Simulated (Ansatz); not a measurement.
Data:

```
CdSe
1.0
    4.38288     0.00000     0.00000
   -2.19144     3.79568     0.00000
    0.00000     0.00000     7.15467
Cd Se
2 2
Direct
  0.66667   0.33333   0.00078
  0.33333   0.66667   0.50078
  0.66667   0.33333   0.62442
  0.33333   0.66667   0.12442
```

No spin polarisation.

0.595 electrons added to each cell, a density of 5.0×10^21 cm⁻³, with a uniform compensating background at fixed cell and a 300 K Fermi–Dirac width.

Level of theory: PBE, PAW, 420 eV (Ansatz, a program for electronic structure; spin-orbit coupling left out), earlier PAW set. Γ-centred 16×16×8 mesh, Fermi–Dirac width 0.0259 eV.

Predict the gap between the host's bands and Fermi level from band edge.

Gap between the host's bands: 0.42 eV
Fermi level relative to the doped band's edge (positive inside the band; to 0.05 eV): +2.25 eV

Carriers are added with a uniform compensating background; total energy and stress of such cells depend on the potential's zero and are not compared; many-body gap narrowing is missing at this level. Whether these cells are dynamically stable was not tested. The cell was made from CdSe in the wurtzite structure (space group P6_3mc, No. 186) by this change: electrons 5.0×10^21 cm⁻³.
